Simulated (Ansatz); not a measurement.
## Alloy series in TiB2

Base system: TiB2 (space group P6/mmm, No. 191; a = 3.0247 Å, c = 3.2226 Å).

The other end (x = 1) is HfB2 (space group P6/mmm, No. 191): 9.88 Å³/atom, gap zero.

Hf replaces a fraction x of Ti; each row is one arrangement (x, atoms in the cell, starting space group or random), fully relaxed.

Level of theory: DFT with r2SCAN, PAW potentials and a 500 eV plane-wave cutoff in Ansatz (a first-principles code), no spin-orbit coupling.

Notes on the quantities. mixing energy: to 0.01 eV only: unlike meshes or grids.

| change | mixing energy | shortest interatomic distance |
|---|---|---|
| base | – | 174.6 pm |
| x(Hf) = 0.25, 12 atoms, Pmmm | +0.02 eV/atom | 173.9 pm |
| x(Hf) = 0.25, 12 atoms, Immm | +0.02 eV/atom | 173.8 pm |
| x(Hf) = 0.25, 12 atoms, P6/mmm | +0.02 eV/atom | 173.7 pm |
| x(Hf) = 0.333, 9 atoms, P6/mmm | +0.02 eV/atom | 172.9 pm |
| x(Hf) = 0.5, 12 atoms, Cmcm | +0.02 eV/atom | 178.0 pm |
| x(Hf) = 0.5, 12 atoms, C2/m | +0.03 eV/atom | 174.6 pm |
| x(Hf) = 0.75, 12 atoms, Pmmm | +0.02 eV/atom | 177.0 pm |

These are small ordered cells, not random alloys; other orderings at the same x differ. No phonon test of stability was made. All final runs are without spin polarisation.
